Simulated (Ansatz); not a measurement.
# ZnO: biaxial strain +3.00 %, plane normal [001], relaxed out of plane

Take ZnO in the wurtzite structure (space group P6_3mc, No. 186; a = 3.2300 Å, c = 5.2144 Å) as the base. Axes: x lies along a and z along c of the hexagonal cell.

It is then changed as follows: tensile biaxial strain of 3.00 % in the plane normal to [001], as in epitaxy on a mismatched substrate; the out-of-plane cell vector and the atoms relax.

Calculations: PBEsol (Ansatz, a first-principles code, PAW, without spin-orbit coupling). Settings: 12×12×7 k-points, 0.05 eV Fermi–Dirac smearing.

```json
[
 {"quantity": "space group", "base": "P6_3mc (No. 186)", "changed": "P6_3mc (No. 186)", "shift": "–"},
 {"quantity": "shortest interatomic distance", "base": "3.720 bohr", "changed": "3.765 bohr", "shift": "+0.0443 bohr"},
 {"quantity": "pressure (mean of the normal stresses, compression positive)", "base": "0.00 GPa", "changed": "-4.01 GPa", "shift": "-4.01 GPa"},
 {"quantity": "band gap", "base": "0.70 eV", "changed": "0.73 eV", "shift": "+0.024 eV"},
 {"quantity": "gap character", "base": "direct at Γ", "changed": "direct at Γ", "shift": "–"},
 {"quantity": "electron mass", "base": "0.13 mₑ (at Γ)", "changed": "0.14 mₑ out of plane, 0.13 mₑ in plane (at Γ)", "shift": "–"},
 {"quantity": "valence-band top at Γ (three highest levels, from the VBM)", "base": "0.00, 0.00, -0.10 eV", "changed": "0.00, 0.00, -0.09 eV", "shift": "–"},
 {"quantity": "out-of-plane strain", "base": "–", "changed": "-3.21 %", "shift": "–"},
 {"quantity": "ratio −ε⊥/ε∥", "base": "–", "changed": "1.07", "shift": "–"},
 {"quantity": "mean in-plane stress (compression positive)", "base": "–", "changed": "-6.0 GPa", "shift": "–"}
]
```

Cost of the whole job for the changed cell (relaxation, final SCF and bands): very roughly 80 core-seconds.

Masses are band curvatures over ±0.01 Å⁻¹ around the edge. Whether these cells are dynamically stable was not tested.
